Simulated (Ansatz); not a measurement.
## CsCl-type ScIr

Calculation: r²SCAN in Ansatz (PAW).

Settings: plane-wave cutoff 500 eV, 18×18×18 k mesh, Fermi–Dirac smearing 0.1 eV, no spin polarisation, scalar-relativistic PAW data made under PBE.

Cell (relaxed at this level):

```xyz
2
Lattice="3.2124 0.0000 0.0000 0.0000 3.2124 0.0000 0.0000 0.0000 3.2124" Properties=species:S:1:pos:R:3 pbc="T T T"
Sc     1.6062     1.6062     1.6062
Ir     0.0000     0.0000     0.0000
```

- band gap: zero (no gap)

Spin–orbit coupling is not included.

Computed values are for the static lattice.

It cost about 60 core-seconds (a rough figure) of CPU time.

Ansatz is a first-principles code.
